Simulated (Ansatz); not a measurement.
A periodic model of amorphous Ti$_{20}$O$_{39}$Cl$_{2}$:

```xyz
61
Lattice="9.1881 0.0000 0.0000 0.0000 9.1881 0.0000 0.0000 0.0000 9.1881" Properties=species:S:1:pos:R:3 pbc="T T T"
Ti     4.3333     6.4736     3.5630
Ti     7.4964     0.7039     5.6744
Ti     1.4905     1.2695     6.7040
Ti     1.5780     8.7533     3.1078
Ti     5.4805     4.7619     7.1917
Ti     0.6862     1.8660     0.5875
Ti     1.7170     4.5085     8.1495
Ti     3.6010     7.1747     6.6922
Ti     2.4754     4.1326     5.1931
Ti     9.1531     2.1236     3.9661
Ti     8.7745     6.8456     0.6018
Ti     5.8542     3.3604     4.3262
Ti     7.0417     7.6478     7.6642
Ti     8.2841     7.2179     3.3824
Ti     0.2263     6.7289     6.0922
Ti     3.0901     6.6162     0.6984
Ti     4.9142     1.2258     8.0327
Ti     4.0184     1.6065     1.7314
Ti     3.9412     0.7937     4.9294
Ti     4.9871     4.3008     0.7719
O      4.5692     5.8542     1.7575
O      7.2843     7.8799     0.2214
O      2.6122     2.1586     0.8663
O      2.1232     2.9509     6.9484
O      0.8396     7.5342     4.2512
O      6.2817     0.2813     7.2580
O      2.8687     5.6112     4.1929
O      3.2745     4.7204     0.0907
O      5.7308     1.2995     4.9031
O      2.8091     7.5604     2.2901
O      1.3773     6.2280     0.0373
O      4.9031     3.0343     8.2615
O      1.8768     7.5746     6.6305
O      0.7909     1.3307     2.4511
O      8.3377     8.4093     6.4561
O      3.8372     7.5006     8.5276
O      5.7373     6.6122     6.8132
O      8.1901     5.9318     2.0428
O      0.2574     8.1075     1.8361
O      1.0617     5.0820     6.4381
O      6.3867     3.7190     6.0619
O      8.8730     1.8926     5.9851
O      5.4666     5.1772     4.0869
O      6.2172     5.0529     8.8984
O      0.5633     3.6043     9.1302
O      8.4697     6.3953     7.7883
O      1.7933     0.7652     4.9073
O      3.6309     5.2332     6.7350
O      1.1559     3.4859     4.1685
O      7.5525     2.9424     3.7072
O      4.7929     0.5432     0.4807
O      3.8608     2.8950     4.7817
O      3.4098     0.6039     3.1188
O      0.9522     0.7309     8.3840
O      4.1066     7.9944     5.0084
O      5.1066     3.0667     2.1927
O      8.0793     6.2252     4.8605
O      3.5199     0.7111     6.8469
O      8.2116     0.2540     4.0893
Cl     6.1168     8.0761     2.9149
Cl     7.5896     1.8090     0.6621
```

Level of theory: PBE, scalar-relativistic without spin-orbit coupling (plane waves to 420 eV, PAW; Ansatz, a program for electronic structure).

Preparation: random packing, a CHGNet melt and quench, and a DFT relaxation. Anions were pushed apart under 1.9 Å during the dynamics, to hinder bonds among them. The hot cell started wider than the set density and was brought back towards it in steps. It is the lowest in DFT energy of 2 quenches. It is a model cell: composition and starting density were chosen by hand, and all elements were melted together. No dispersion term was used. Its density started from a set value of 3.54 and ended at 3.54 g/cm³. The simulated quench (nominally 360 K/ps over its main leg) is rapid and tends to freeze in more defects than a deposited or slowly cooled glass has. A cell of this size samples the disorder only roughly. The volume was held where the preparation left it, at a PBE pressure of 3.1 GPa. Stress components on the final sampling reach 4.0 GPa.

Bonds are counted up to Ti-Ti 3.12 Å, Ti-O 2.58 Å, Ti-Cl 2.88 Å, O-O 1.58 Å, O-Cl 2.02 Å, Cl-Cl 2.45 Å. Two cations that share two anions don't count as bonded, nor two that share one unless they lie closer than Ti-Ti 3.04 Å.

### Question
Give the coordination numbers, mean bond lengths and angles.

### Answer

| Item | Result |
|---|---|
| Mean coordination of Ti by anions | 5.35 (2 with 4, 9 with 5, 9 with 6); 2 close contacts or bonds to cations besides |
| Mean coordination of O | 2.67 (15 with 2, 22 with 3, 2 with 4) |
| Mean coordination of Cl | 1.50 (1 with 1, 1 with 2) |
| Mean Ti-O bond | 1.954 Å (spread 0.149 Å, 104 counted) |
| Mean Ti-Cl bond | 2.383 Å (spread 0.081 Å, 3 counted) |
| Mean Ti-Ti close contact | 3.020 Å (spread 0.000 Å, 1 counted) |
| Bond angle at Ti | mean 104.3°, spread 27.6° |
| Bond angle at O | mean 117.7°, spread 18.9° |

### Question
List the pairs of like atoms that count as bonded by the rules above.

### Answer
Ti18-Ti20 (3.02 Å).
